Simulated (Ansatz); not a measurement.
## Converging the plane-wave cutoff: CdAu (P4mm, 2 atoms in the cell)

```
CELL_PARAMETERS angstrom
      3.35088     0.00000     0.00000
      0.00000     3.35088     0.00000
      0.00000     0.00000     3.35088
ATOMIC_POSITIONS crystal
  Cd 0.00000 0.00000 0.01492
  Au 0.50000 0.50000 0.50000
```

Level of theory: LDA (PW92), default PAW files made with PBE (plane waves; Ansatz, a first-principles code).

Base settings: basis.ecutwfc = 420 eV; kpoints.mp_grid.grid = 10 10 10; hamiltonian.xc = lda; hamiltonian.pseudopotentials = {kind: paw} (the program's default PAW files); scf.occupations.method = fermi_dirac; scf.occupations.width = 0.1 eV.

The second cell is the first with its lattice scaled by 0.98.

The mesh stays at the base's, so the ladder's end is converged at best in this setting alone.

The first pressure column holds Ansatz's estimate of the finite-basis (Pulay) stress, which hides part of the cutoff error; the other is without it.

Only quantities that move along the ladder and can be compared are tabulated.

The count of work is k-points × plane waves × bands × iterations; it is no time. 

The starting cell comes from a database of computed structures (which also holds hypothetical and non-ambient phases and stackings), without a prior relaxation at this level. Its lattice was rescaled by up to half a per cent. One atom was moved a little off its site on purpose. In the base run, with a pressure of about -7 GPa the cell is away from its equilibrium volume at this level.

Steps (basis.ecutwfc): 145 eV; 170 eV; 190 eV; 210 eV; 230 eV; 250 eV; 295 eV; 335 eV; 380 eV; 420 eV; 460 eV; 505 eV; 565 eV; 630 eV; 735 eV; 840 eV; 1010 eV.

**Question.** What is the coarsest basis.ecutwfc that holds the pressure within 0.05 GPa of the last step, with all finer ones?

**Answer.** 295 eV, at 0.17 of the last step's count of work; the step before is off by 3.0 GPa.

**Question.** What is the coarsest basis.ecutwfc that holds the free energy within 0.5 meV/atom of the last step, with all finer ones?

**Answer.** 630 eV; the step before is off by 0.56 meV/atom.

**Question.** What is the coarsest basis.ecutwfc that holds the forces within 0.01 eV/Å of the last step, with all finer ones?

**Answer.** 295 eV, at 0.17 of the last step's count of work; the step before is off by 0.097 eV/Å.

| basis.ecutwfc | free energy less the last step's (meV/atom) | energy of the compressed cell less the first (meV/atom) | pressure (GPa) | pressure without the Pulay estimate (GPa) | largest difference of a force vector from the last step's (eV/Å) | count of work / last |
|---|---|---|---|---|---|---|
| 145 eV | 77270.69 | 25.71 | -60.41 | -2124.09 | 0.581 | 0.071 |
| 170 eV | 33198.94 | 95.50 | -22.98 | -1134.74 | 0.281 | 0.086 |
| 190 eV | 16384.28 | -136.31 | -15.98 | -657.24 | 0.259 | 0.11 |
| 210 eV | 7801.36 | -39.05 | -6.30 | -364.63 | 0.297 | 0.11 |
| 230 eV | 3471.85 | 42.17 | -0.94 | -192.07 | 0.020 | 0.13 |
| 250 eV | 1433.22 | 13.52 | -4.08 | -96.79 | 0.097 | 0.14 |
| 295 eV | 163.53 | -24.76 | -7.03 | -21.63 | 0.005 | 0.17 |
| 335 eV | 16.00 | -27.25 | -7.07 | -8.94 | 0.000 | 0.19 |
| 380 eV | 2.17 | -27.12 | -7.03 | -7.10 | 0.000 | 0.22 |
| 420 eV | 1.62 | -27.14 | -7.04 | -7.07 | 0.000 | 0.27 |
| 460 eV | 1.04 | -27.17 | -7.04 | -7.07 | 0.000 | 0.31 |
| 505 eV | 0.75 | -27.19 | -7.04 | -7.05 | 0.000 | 0.34 |
| 565 eV | 0.56 | -27.19 | -7.04 | -7.06 | 0.000 | 0.43 |
| 630 eV | 0.29 | -27.20 | -7.04 | -7.06 | 0.000 | 0.49 |
| 735 eV | 0.08 | -27.20 | -7.04 | -7.05 | 0.000 | 0.63 |
| 840 eV | 0.03 | -27.20 | -7.05 | -7.05 | 0.000 | 0.76 |
| 1010 eV | 0.00 | -27.20 | -7.05 | -7.05 | 0.000 | 1.0 |

The energy difference between the two cells stays within 1 meV/atom of the last step's from 335 eV on, the total only from 505 eV on: much of the error is common to both cells and cancels.

At the lowest cutoff the pressure without the Pulay estimate lies 2120 GPa under the last step's, the usual sign of Pulay stress in an incomplete plane-wave basis.

Keys are those of Ansatz 0.2.
